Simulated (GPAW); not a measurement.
A self-consistent single point of HgSe (F-43m, 2 atoms in the cell) with GPAW.

Method of the run: PBE, GPAW PAW datasets PBE (gpaw-data 1.0.1) (plane waves; GPAW 25.7.0).

The change in words: lattice scaled by 0.98. Reference geometry:
```xyz
2
Lattice="0.0000 2.9911 2.9911 2.9911 0.0000 2.9911 2.9911 2.9911 0.0000" Properties=species:S:1:pos:R:3 pbc="T T T"
Hg     0.0000     0.0000     0.0000
Se     1.4955     1.4955     1.4955
```

Reference input (self-consistent single point, DFT PBE, plane waves, GPAW PAW datasets PBE (gpaw-data 1.0.1)): mode = pw; ecut = 600 eV; xc = PBE; kpts = 8 8 8; mesh shift (steps) = 0 0 0; occupations.name = fermi-dirac; occupations.width = 0.02 eV; nbands = -4; convergence.bands = -2; symmetry.symmorphic = false; symmetry.tolerance = 0.0005; maxiter = 120. This run's input differs from it in these lines:

```diff
@@ -5,7 +5,7 @@
 atoms = Atoms(['Hg', 'Se'],
-              cell=[[0.000000, 2.991056, 2.991056],
-                    [2.991056, 0.000000, 2.991056],
-                    [2.991056, 2.991056, 0.000000]],
+              cell=[[0.000000, 2.931235, 2.931235],
+                    [2.931235, 0.000000, 2.931235],
+                    [2.931235, 2.931235, 0.000000]],
               positions=[[0.000000, 0.000000, 0.000000],
-                         [1.495528, 1.495528, 1.495528]],
+                         [1.465618, 1.465618, 1.465618]],
               pbc=True)
```

Output, abridged:

```
     iter     time        total  log10-change:
                         energy   eigst   dens
iter:   1 --:--:--    -4.672729   +0.34
iter:   2 --:--:--    -4.629311   -0.83  -1.35
iter:   3 --:--:--    -4.488853   -1.07  -1.39
iter:   4 --:--:--    -4.494050   -2.15  -1.81
iter:   5 --:--:--    -4.507637   -1.60  -1.84
iter:   6 --:--:--    -4.479796   -2.64  -2.30
iter:   7 --:--:--    -4.479918   -4.06  -2.57
iter:   8 --:--:--    -4.479869c  -3.89  -2.56
iter:   9 --:--:--    -4.479953c  -4.79  -2.99
iter:  10 --:--:--    -4.480449c  -4.60  -3.00
iter:  11 --:--:--    -4.480436c  -5.18  -3.07
iter:  12 --:--:--    -4.480646c  -3.38  -3.10
iter:  13 --:--:--    -4.480689c  -5.25  -3.44
iter:  14 --:--:--    -4.480691c  -6.20  -3.77
iter:  15 --:--:--    -4.480691c  -7.07  -3.84
iter:  16 --:--:--    -4.480691c  -7.44c -3.90
iter:  17 --:--:--    -4.480691c  -6.55  -3.98
iter:  18 --:--:--    -4.480693c  -7.22  -4.02c
iter:  19 --:--:--    -4.480693c  -7.87c -4.32c
Converged after 19 iterations.

Dipole moment: (-3.552695, -3.552695, -3.552695) |e|*Ang

Energy contributions relative to reference atoms: (reference = -599259.310858)

Kinetic:        +45.857709
Potential:      -38.100156
External:        +0.000000
XC:             -10.035241
Entropy (-ST):   -0.000150
Local:           -2.202930
SIC:             +0.000000
--------------------------
Free energy:     -4.480767
Extrapolated:    -4.480693

Showing only first 2 kpts
 Kpt  Band  Eigenvalues  Occupancy
  0    10      5.90988    1.33358
  0    11      5.90988    1.33358
  0    12      5.90988    1.33358
  0    13     11.25350    0.00000

  1    10      5.38936    2.00000
  1    11      5.38937    2.00000
  1    12      7.14983    0.00000
  1    13     10.34964    0.00000

Fermi level: 5.92376

No gap
No difference between direct/indirect transitions
Energy (eV): -4.480693

Forces in eV/Ang:
  0 Hg   -0.00000    0.00000    0.00000
  1 Se   -0.00000   -0.00000   -0.00000

Stress tensor:
    -0.089734    -0.000000     0.000000
    -0.000000    -0.089734     0.000000
     0.000000     0.000000    -0.089734
Stress (GPa, Voigt): [-14.3769 -14.3769 -14.3769   0.       0.      -0.    ]
```

The run converged in 19 iterations. GPAW prints stress with tension positive. Against the reference run the free energy goes up by 112 meV/atom and the pressure goes from 8.63 to 14.38 GPa.

The starting cell has typed, rounded lattice constants, without a prior relaxation at this level. Its lattice was rescaled by a random factor within 2.5 % of one. For this run, on top of that: lattice scaled by 0.98. With a pressure of about 14 GPa the cell is away from its equilibrium volume at this level. The run gives no clean gap (levels at the Fermi energy touch, overlap or are partly filled at this smearing), which alone does not show that the compound is a metal.
